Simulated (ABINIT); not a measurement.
ABINIT run on VBiO₄ (I4_1/a, 12 atoms in the cell): self-consistent single point

Method of the run: PBEsol, PAW (JTH v2.0 PBE PAW, files made for PBE) (plane waves; ABINIT).

Input as run:

```
# VBiO4, JTH v2.0 PBE PAW
pp_dirpath "./"
pseudos "V.GGA_PBE-JTH.xml, Bi.GGA_PBE-JTH.xml, O.GGA_PBE-JTH.xml"
acell 3*1.0 Angstrom
rprim
        -2.5226390000    2.5226390000    5.7091240000
         2.5226390000   -2.5226390000    5.7091240000
         2.5226390000    2.5226390000   -5.7091240000
natom 12
ntypat 3
znucl 23 83 8
typat 1 1 2 2 3 3 3 3 3 3 3 3
xcart
         0.0000000000   -0.0000000000    5.7091240000
         2.5226390000    0.0000000000    2.8545620000
         0.0000000000    0.0000000000    0.0000000000
         0.0000000000    2.5226390000    2.8545620000
         3.2341745563    1.2612185944   -0.9035259642
         3.7840594056    0.7115355563    1.9510360358
        -0.7115355563    1.2614204056    4.8055980358
         1.2612185944   -0.7115355563    1.9510360358
         1.8111034437    1.2614204056    3.7580879642
         1.2612185944    1.8111034437    0.9035259642
         3.2341745563   -1.2614204056    3.7580879642
         1.2614204056    0.7115355563    6.6126499642
      Angstrom
ecut 30 Ha
pawecutdg 60 Ha
pawovlp -1
ixc -116133
occopt 1
nband 54
kptopt 1
ngkpt 4 4 4
nshiftk 1
shiftk 0 0 0
nstep 60
toldfe 1.0e-09
diemac 9
prtwf 0
prtden 0
prtvol 1
```

Output, abridged:

```
 Symmetries : space group I4_1/a (# 88); Bravais tI (body-center tetrag.)

 -outvars: echo values of preprocessed input variables --------
            acell      1.8897261329E+00  1.8897261329E+00  1.8897261329E+00 Bohr
           diemac      9.00000000E+00
             ecut      3.00000000E+01 Hartree
              ixc     -116133
         kptrlatt        4    0    0      0    4    0      0    0    4
          kptrlen      3.81367747E+01
            natom          12
            nband          54
            ngfft          64      64      64
          ngfftdg          90      90      90
             nkpt          14
            nstep          60
             nsym           8
           ntypat           3
        pawecutdg      6.00000000E+01 Hartree
          pawovlp     -1.0000000000E+00
            rprim     -2.5226390000E+00  2.5226390000E+00  5.7091240000E+00
                       2.5226390000E+00 -2.5226390000E+00  5.7091240000E+00
                       2.5226390000E+00  2.5226390000E+00 -5.7091240000E+00
          spgroup          88
           toldfe      1.00000000E-09 Hartree
            typat      1  1  2  2  3  3  3  3  3  3  3  3
           useylm           1
             xred      5.0000000000E-01  5.0000000000E-01  0.0000000000E+00
                       2.5000000000E-01  7.5000000000E-01  5.0000000000E-01
                       0.0000000000E+00  0.0000000000E+00  0.0000000000E+00
                       7.5000000000E-01  2.5000000000E-01  5.0000000000E-01
                       1.7085000000E-01  5.6190000000E-01  8.9100999998E-01
                       3.1190000000E-01  9.2089000001E-01  8.9105000000E-01
                       6.7089000001E-01  2.7984000001E-01  1.0899000002E-01
                       2.9840000011E-02  4.2085000000E-01  1.0895000000E-01
                       5.7915000000E-01  6.8810000000E-01  6.0899000002E-01
                       4.3810000000E-01  3.2910999999E-01  6.0895000000E-01
                       7.9109999989E-02  9.7015999999E-01  3.9100999998E-01
                       7.2015999999E-01  8.2915000000E-01  3.9105000000E-01
            znucl       23.00000   83.00000    8.00000

== DATASET  1 ==================================================================

 Real(R)+Recip(G) space primitive vectors, cartesian coordinates (Bohr,Bohr^-1):
 R(1)= -4.7670968  4.7670968 10.7886808  G(1)=  0.0000000  0.1048856  0.0463449
 R(2)=  4.7670968 -4.7670968 10.7886808  G(2)=  0.1048856  0.0000000  0.0463449
 R(3)=  4.7670968  4.7670968-10.7886808  G(3)=  0.1048856  0.1048856  0.0000000
 Unit cell volume ucvol=  9.8070025E+02 bohr^3
 Angles (23,13,12)=  1.35986406E+02  1.35986406E+02  6.40013522E+01 degrees

 Coarse grid specifications (used for wave-functions):

 getcut: wavevector=  0.0000  0.0000  0.0000  ngfft=  64  64  64
         ecut(hartree)=     30.000   => boxcut(ratio)=   2.04034

 Fine grid specifications (used for densities):

 getcut: wavevector=  0.0000  0.0000  0.0000  ngfft=  90  90  90
         ecut(hartree)=     60.000   => boxcut(ratio)=   2.02918

   1.42629096E+04                                ecore*ucvol(ha*bohr**3)

_setup2: Arith. and geom. avg. npw (full set) are    7695.172    7695.165

--- !BeginCycle
solver: {iscf: 17, nstep: 60, nline: 4, wfoptalg: 10, }
tolerances: {toldfe: 1.00E-09, }
...

     iter   Etot(hartree)      deltaE(h)  residm     nres2
 ETOT  1  -364.98699542165    -3.650E+02 2.054E+01 7.180E+03
 ETOT  2  -437.29118867833    -7.230E+01 3.416E+00 1.712E+04
 ETOT  3  -422.74156018958     1.455E+01 1.077E+00 7.574E+03
 ETOT  4  -424.57692452363    -1.835E+00 1.743E-01 5.953E+03
 ETOT  5  -422.33199952344     2.245E+00 6.773E-02 4.793E+03
 ETOT  6  -420.58469395497     1.747E+00 2.478E-02 3.384E+03
   [... 26 lines left out ...]
 ETOT 33  -417.42381463393    -1.629E-06 6.213E-04 1.325E-05
 ETOT 34  -417.42381466939    -3.546E-08 2.361E-04 3.748E-06
 ETOT 35  -417.42381467088    -1.490E-09 4.180E-04 7.115E-07
 ETOT 36  -417.42381467006     8.189E-10 2.835E-04 1.207E-07
 ETOT 37  -417.42381466989     1.721E-10 3.728E-04 5.298E-09

 At SCF step   37, etot is converged :
  for the second time, diff in etot=  1.721E-10 < toldfe=  1.000E-09

 Cartesian components of stress tensor (hartree/bohr^3)
  sigma(1 1)= -2.79630033E-04  sigma(3 2)=  0.00000000E+00
  sigma(2 2)= -2.79630033E-04  sigma(3 1)=  0.00000000E+00
  sigma(3 3)= -2.54418117E-04  sigma(2 1)=  0.00000000E+00

 ----iterations are completed or convergence reached----

 reduced coordinates (array xred) for   12 atoms
       0.500000000000      0.500000000000      0.000000000000
       0.250000000000      0.750000000000      0.500000000000
       0.000000000000      0.000000000000      0.000000000000
       0.750000000000      0.250000000000      0.500000000000
       0.170849999996      0.561899999996      0.891009999984
       0.311899999996      0.920890000011      0.891050000000
       0.670890000011      0.279840000011      0.108990000016
       0.029840000011      0.420849999996      0.108950000000
       0.579150000004      0.688100000004      0.608990000016
       0.438100000004      0.329109999989      0.608950000000
       0.079109999989      0.970159999989      0.391009999984
       0.720159999989      0.829150000004      0.391050000000
 cartesian forces (eV/Angstrom) at end:
    1     -0.00000000000000    -0.00000000000000     0.00000000000000
    2     -0.00000000000000    -0.00000000000000     0.00000000000000
    3     -0.00000000000000    -0.00000000000000     0.00000000000000
    4     -0.00000000000000    -0.00000000000000     0.00000000000000
    5      0.25065925053252    -0.46483048134896    -0.42181506263523
    6      0.46483048134896     0.25065925053252    -0.42181506263523
    7     -0.25065925053252     0.46483048134896    -0.42181506263523
    8     -0.46483048134896    -0.25065925053252    -0.42181506263523
    9     -0.25065925053252     0.46483048134896     0.42181506263523
   10     -0.46483048134896    -0.25065925053252     0.42181506263523
   11      0.25065925053252    -0.46483048134896     0.42181506263523
   12      0.46483048134896     0.25065925053252     0.42181506263523
 frms,max,avg= 3.1861694E-01 4.6483048E-01   0.000E+00  0.000E+00  0.000E+00 e/A
 length scales=  1.889726132886  1.889726132886  1.889726132886 bohr
              =  1.000000000000  1.000000000000  1.000000000000 angstroms
 Fermi (or HOMO) energy (hartree) =   0.20615   Average Vxc (hartree)=  -0.40142
 Eigenvalues (hartree) for nkpt=  14  k points:
 kpt#   1, nband= 54, wtk=  0.01563, kpt=  0.0000  0.0000  0.0000 (reduced coord)
  -2.14677   -2.14673   -1.19497   -1.19497   -1.19487   -1.19487   -1.19326   -1.19271
  -0.59588   -0.59346   -0.59346   -0.59291   -0.59284   -0.59219   -0.59219   -0.59180
  -0.59156   -0.59057   -0.47204   -0.42357   -0.40779   -0.40779   -0.40527   -0.39977
  -0.39977   -0.39801   -0.16227   -0.12200   -0.00330    0.01838    0.01896    0.01896
   0.04494    0.06553    0.06553    0.07709    0.07986    0.08971    0.08971    0.09155
   0.11494    0.11631    0.12398    0.12398    0.13133    0.13133    0.14236    0.14446
   0.16850    0.17718    0.17718    0.18877    0.29427    0.31338
 prteigrs : prtvol=0 or 1, do not print more k-points.

--- !EnergyTerms
comment             : Components of total free energy in Hartree
kinetic             :  9.02950154499757E+01
hartree             :  1.03649596946575E+02
xc                  : -3.60486012821597E+01
Ewald energy        : -3.07821688762165E+02
psp_core            :  1.45435974064668E+01
local_psp           : -3.35694865804684E+02
spherical_terms     :  5.36531431428799E+01
total_energy        : -4.17423802903112E+02
total_energy_eV     : -1.13586793330976E+04
...

-Cartesian components of stress tensor (GPa)         [Pressure=  7.9797E+00 GPa]
- sigma(1 1)= -8.22699822E+00  sigma(3 2)=  0.00000000E+00
- sigma(2 2)= -8.22699822E+00  sigma(3 1)=  0.00000000E+00
- sigma(3 3)= -7.48523816E+00  sigma(2 1)=  0.00000000E+00

 Calculation completed.
```

The run converged in 37 iterations.

The starting cell comes from a database of computed structures (which also holds hypothetical and non-ambient phases and stackings), without a prior relaxation at this level. Its lattice was rescaled by a random factor within 2.5 % of one. The potentials were made for another functional than the one used. With a pressure of about 8 GPa the cell is away from its equilibrium volume at this level.

These are the values that this program gave, and no reference: the one-centre exchange-correlation terms come from a truncated expansion.

Cost on one core of a shared machine: roughly 10 min.
